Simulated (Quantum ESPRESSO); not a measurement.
Input and output of a self-consistent single point for YAu (Cmcm, 4 atoms in the cell) (Quantum ESPRESSO).

Method of the run: PBEsol, GBRV 1.5 ultrasoft (PBESOL) pseudopotentials (plane waves; Quantum ESPRESSO 7.5).

The change in words: lattice scaled by 0.98. Reference geometry:
```
YAu
1.0
    1.87299    -5.47202     0.00000
    1.87299     5.47202     0.00000
    0.00000     0.00000     4.64123
Y Au
2 2
Cartesian
  1.87299  -3.95682   3.48092
  1.87299   3.95682   1.16031
  1.87299  -0.95344   3.48092
  1.87299   0.95344   1.16031
```

Reference input (self-consistent single point, DFT, PBEsol, plane waves, GBRV 1.5 ultrasoft (PBESOL) pseudopotentials): ecutwfc = 40 Ry; ecutrho = 320 Ry; occupations = smearing; smearing = fermi-dirac; degauss = 0.0073499 Ry; potentials = {Y: y_pbesol_v1.4.uspp.F.UPF, Au: au_pbesol_v1.uspp.F.UPF}; K_POINTS = automatic 6 6 5 0 0 0; conv_thr = 1e-09 Ry; mixing_beta = 0.4. This run's input differs from it in these lines:

```diff
@@ -33,5 +33,5 @@
 CELL_PARAMETERS {angstrom}
-   1.872990000    -5.472020000     0.000000000
-   1.872990000     5.472020000     0.000000000
-   0.000000000     0.000000000     4.641230000
+   1.835530000    -5.362580000     0.000000000
+   1.835530000     5.362580000     0.000000000
+   0.000000000     0.000000000     4.548405000
```

Log, with long lists cut:

```
     Self-consistent Calculation

     iteration #  1     ecut=    40.00 Ry     beta= 0.40

     total energy              =    -414.79509216 Ry
     estimated scf accuracy    <       0.76470659 Ry

     iteration #  2     ecut=    40.00 Ry     beta= 0.40

     total energy              =    -415.05153564 Ry
     estimated scf accuracy    <       0.23650657 Ry

     iteration #  3     ecut=    40.00 Ry     beta= 0.40

     total energy              =    -415.06985965 Ry
     estimated scf accuracy    <       0.02173777 Ry

   [... 7 blocks of this kind left out ...]

     iteration # 11     ecut=    40.00 Ry     beta= 0.40

     total energy              =    -415.07819070 Ry
     estimated scf accuracy    <          4.2E-09 Ry

     iteration # 12     ecut=    40.00 Ry     beta= 0.40
     End of self-consistent calculation

     the Fermi energy is    13.3381 ev

!    total energy              =    -415.07819070 Ry
     estimated scf accuracy    <          2.4E-10 Ry
     smearing contrib. (-TS)   =      -0.00672081 Ry
     internal energy E=F+TS    =    -415.07146989 Ry

     convergence has been achieved in  12 iterations

     Forces acting on atoms (cartesian axes, Ry/au):

     atom    1 type  1   force =     0.00000000    0.00458659    0.00000000
     atom    2 type  1   force =    -0.00000000   -0.00458659    0.00000000
     atom    3 type  2   force =     0.00000000    0.00131966    0.00000000
     atom    4 type  2   force =     0.00000000   -0.00131966    0.00000000

     Total force =     0.006750     Total SCF correction =     0.000023

          total   stress  (Ry/bohr**3)                   (kbar)     P=       29.37
   0.00017004  -0.00000000   0.00000000           25.01       -0.00        0.00
   0.00000000   0.00022276   0.00000000            0.00       32.77        0.00
   0.00000000   0.00000000   0.00020614            0.00        0.00       30.32

   JOB DONE.
```

The run converged in 12 iterations. Against the reference run the free energy hardly moves (within 1 meV/atom), the pressure goes from -2.79 to 2.94 GPa and the largest force goes from 0.081 to 0.118 eV/Å.

The starting cell comes from a database of computed structures (which also holds hypothetical and non-ambient phases and stackings), without a prior relaxation at this level. For this run, on top of that: lattice scaled by 0.98.

Cost on one core of a shared machine: roughly 2 min.
